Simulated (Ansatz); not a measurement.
Ca2BeN2 (model structure, started from the Ca2ZnN2 type, I4/mmm, No. 139, 5 atoms in the cell) was calculated with PBE in Ansatz (PAW).

Numerical settings: plane-wave cutoff 520 eV, 14×14×14 k mesh, Fermi–Dirac smearing 0.01 eV, scalar-relativistic PAW data made under PBE.

Cell (relaxed with PBEsol):

```xyz
5
Lattice="-1.7580 1.7580 5.7302 1.7580 -1.7580 5.7302 1.7580 1.7580 -5.7302" Properties=species:S:1:pos:R:3 pbc="T T T"
Ca     0.0000     0.0000     7.5127
Ca     0.0000     0.0000     3.9477
Be     0.0000     0.0000     0.0000
N      0.0000     0.0000     9.9207
N      0.0000     0.0000     1.5397
```

Q: What does this level give for the band gap and smallest direct gap on the k points sampled?

A: 
* **band gap**: 1.09 eV (indirect)
* **smallest direct gap on the k points sampled**: 1.14 eV

Note: the relaxation could raise the start's symmetry but not lower it, so the cell can be a saddle point; cell and atoms aren't relaxed at this level (largest force component 0.13 eV/Å, pressure 3.0 GPa).

A model structure was made by putting elements into a prototype or built by hand; it is no filed structure, need not be a known phase, and can be a saddle point held by its symmetry.

Ansatz is an electronic-structure program.
